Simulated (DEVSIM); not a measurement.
System: InP/In0.53Ga0.47As p-n heterojunction, at 300 K.

```tsv
layer (left to right)	material	thickness (μm)	Nd (cm⁻³)	Na (cm⁻³)	τn (s)	τp (s)
1	InP	0.190	-	6.2e16	1.4e-8	1.4e-8
2	In0.53Ga0.47As	0.320	1e16	-	1.4e-8	1.4e-8
```

Left contact: ohmic. Right contact: ohmic. Voltage is applied to the left contact. Recombination: SRH at mid-gap, Auger. Mobility is μmin + (μ − μmin)/(1 + (N/Nref)^α).

This is a model device: material constants are rounded textbook-type values typed into the input, and sizes, dopings and lifetimes were drawn at random. Values at 300 K.

```
parameter         InP  In0.53Ga0.47As
-------------  ------  --------------
gap (eV)        1.344            0.74
affinity (eV)    4.38            4.51
permittivity     12.5            13.9
Nc (cm⁻³)      5.7e17          2.1e17
Nv (cm⁻³)      1.1e19          7.7e18
μn (cm²/Vs)      5200           12000
μp (cm²/Vs)       170             300
μn,min            400             300
μp,min             10              10
Nref,n           3e17          1.3e17
Nref,p         4.9e17          4.9e17
αn               0.47            0.48
αp               0.62             0.4
Cn (cm⁶/s)      9e-31           5e-29
Cp (cm⁶/s)      9e-31           5e-29
```

Model (solved in DEVSIM): 1D drift-diffusion, Boltzmann statistics, complete ionisation; no tunnelling, impact ionisation, image-force lowering or self-heating. Band offsets follow the typed affinities; no thermionic-emission limit at abrupt steps, no polarisation charge.

Base results: dark forward voltage at 1 A/cm² (V) 0.437; dark forward voltage at 100 A/cm² (V) 0.717.

Q: What follows from this one change: thickness of layer 2 0.32 → 1.6 μm?

A: dark forward voltage at 1 A/cm² 0.437 → 0.493 V; dark forward voltage at 100 A/cm² 0.717 → 0.771 V.

Q: What follows from this one change: constant mobility in place of the doping-dependent one?

A: dark forward voltage at 1 A/cm² 0.437 → 0.425 V; dark forward voltage at 100 A/cm² 0.717 → 0.703 V.
